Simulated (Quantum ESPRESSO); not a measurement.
The steps of a band-structure calculation for InCo₃N (Pm-3m, 5 atoms in the cell) with Quantum ESPRESSO.

Method of the run: LDA (PZ), GBRV 1.5 ultrasoft (LDA) pseudopotentials (plane waves; Quantum ESPRESSO 7.5).

Step 1 (scf):

```fortran
&CONTROL
    calculation = 'scf'
    prefix = 'inco3n'
    outdir = './tmp/'
    pseudo_dir = './'
    tprnfor = .true.
    tstress = .true.
/
&SYSTEM
    ibrav = 1
    celldm(1) = 7.35005575
    nat = 5
    ntyp = 3
    ecutwfc = 50
    ecutrho = 400
    occupations = 'smearing'
    smearing = 'methfessel-paxton'
    degauss = 0.0073499
    nspin = 2
    starting_magnetization(2) = 0.176
/
&ELECTRONS
    conv_thr = 1.0e-11
    mixing_beta = 0.4
/
ATOMIC_SPECIES
In   114.8180  in_lda_v1.4.uspp.F.UPF
Co    58.9332  co_lda_v1.2.uspp.F.UPF
N     14.0070  n_lda_v1.2.uspp.F.UPF
ATOMIC_POSITIONS {crystal}
In    0.00000000    0.00000000    0.00000000
Co    0.50000000    0.50000000    0.00000000
Co    0.00000000    0.50000000    0.50000000
Co    0.50000000    0.00000000    0.50000000
N     0.50000000    0.50000000    0.50000000
K_POINTS {automatic}
4 4 4  0 0 0
```

Step 2 (bands):

```fortran
&CONTROL
    calculation = 'bands'
    prefix = 'inco3n'
    outdir = './tmp/'
    pseudo_dir = './'
    verbosity = 'high'
/
&SYSTEM
    ibrav = 1
    celldm(1) = 7.35005575
    nat = 5
    ntyp = 3
    ecutwfc = 50
    ecutrho = 400
    occupations = 'smearing'
    smearing = 'methfessel-paxton'
    degauss = 0.0073499
    nbnd = 43
    nspin = 2
    starting_magnetization(2) = 0.176
/
&ELECTRONS
    conv_thr = 1.0e-11
    startingwfc = 'random'
    diago_thr_init = 1.0d-6
    diagonalization = 'cg'
/
ATOMIC_SPECIES
In   114.8180  in_lda_v1.4.uspp.F.UPF
Co    58.9332  co_lda_v1.2.uspp.F.UPF
N     14.0070  n_lda_v1.2.uspp.F.UPF
ATOMIC_POSITIONS {crystal}
In    0.00000000    0.00000000    0.00000000
Co    0.50000000    0.50000000    0.00000000
Co    0.00000000    0.50000000    0.50000000
Co    0.50000000    0.00000000    0.50000000
N     0.50000000    0.50000000    0.50000000
K_POINTS {crystal_b}
8
  0.00000000   0.00000000   0.00000000   8  ! G
  0.00000000   0.50000000   0.00000000   8  ! X
  0.50000000   0.50000000   0.00000000  11  ! M
  0.00000000   0.00000000   0.00000000  14  ! G
  0.50000000   0.50000000   0.50000000  11  ! R
  0.00000000   0.50000000   0.00000000   1  ! X
  0.50000000   0.50000000   0.00000000   8  ! M
  0.50000000   0.50000000   0.50000000   1  ! R
```

Step 3 (bands.x):

```fortran
&BANDS
    prefix = 'inco3n'
    outdir = './tmp/'
    filband = 'bands.dat'
    lsym = .false.
/
```

Output of bands (abridged):

```
     Atomic positions and unit cell read from directory:
     ./tmp/inco3n.save/
     G-vector sticks info
     --------------------
     sticks:   dense  smooth     PW     G-vecs:    dense   smooth      PW
     Sum        1725     861    261                53715    18949    3191

     bravais-lattice index     =            1
     lattice parameter (alat)  =       7.3501  a.u.
     unit-cell volume          =     397.0744 (a.u.)^3
   [... lines left out ...]
     atomic species   magnetization
   [... lines left out ...]
     1.6599   1.6607   7.3849  10.7740  10.8581  10.8581  12.6413  12.6569
    12.6569  13.0971  13.1366  14.4237  14.4435  14.7090  14.7094  14.7215
    15.2218  15.2223  15.2224  15.4694  17.0948  18.2824  18.4929  18.4929
    21.4341  21.6334  24.8434

   [... 60 blocks of this kind left out ...]

 ------ SPIN DOWN ----------

          k = 0.0000 0.0000 0.0000 (  2373 PWs)   bands (ev):

   -77.4692 -77.4528 -77.4527 -41.6045 -41.6045 -41.6045 -41.0359 -41.0359
   -41.0359 -41.0270 -41.0270 -41.0270  -0.6765   1.5577   1.5577   1.6408
     1.6408   1.6408   7.4248  11.0247  11.0247  11.0247  13.4872  13.4872
    13.4872  13.7753  13.7753  15.2786  15.2786  15.5233  15.5233  15.5233
    16.3593  16.3594  16.3594  16.5006  17.8871  18.4441  18.4442  18.4442
    21.8364  21.8364  24.8174

          k = 0.0000 0.0625 0.0000 (  2373 PWs)   bands (ev):

   -77.4691 -77.4529 -77.4527 -41.6044 -41.6044 -41.6044 -41.0361 -41.0359
   -41.0359 -41.0271 -41.0271 -41.0271  -0.6601   1.5590   1.5622   1.6404
     1.6404   1.6411   7.4408  10.9328  11.0131  11.0131  13.4926  13.4952
    13.4954  13.7474  13.7982  15.2788  15.2814  15.5007  15.5007  15.5158
    16.3541  16.3550  16.3585  16.4838  17.8664  18.3690  18.5182  18.5182
    21.8456  22.0209  24.9596

   [... 60 blocks of this kind left out ...]
```

Output of bands.x (abridged):

```
     Reading xml data from directory:

     ./tmp/inco3n.save/

     G-vector sticks info
     --------------------
     sticks:   dense  smooth     PW     G-vecs:    dense   smooth      PW
     Sum        1725     861    261                53715    18949    3191

     Reading collected, re-writing distributed wavefunctions
     high-symmetry point:  0.0000 0.0000 0.0000   x coordinate   0.0000
     high-symmetry point:  0.0000 0.5000 0.0000   x coordinate   0.5000
     high-symmetry point:  0.5000 0.5000 0.0000   x coordinate   1.0000
     high-symmetry point:  0.0000 0.0000 0.0000   x coordinate   1.7071
     high-symmetry point:  0.5000 0.5000 0.5000   x coordinate   2.5731
     high-symmetry point:  0.0000 0.5000 0.0000   x coordinate   3.2802
     high-symmetry point:  0.5000 0.5000 0.0000   x coordinate   3.2802
     high-symmetry point:  0.5000 0.5000 0.5000   x coordinate   3.7802

     Plottable bands (eV) written to file bands.dat.gnu
     Bands written to file bands.dat

   JOB DONE.
```

The starting cell comes from a database of computed structures (which also holds hypothetical and non-ambient phases and stackings), without a prior relaxation at this level. Its lattice was rescaled by a random factor within 2.5 % of one. The magnetic order is the one reached from the typed start; others were not searched systematically.
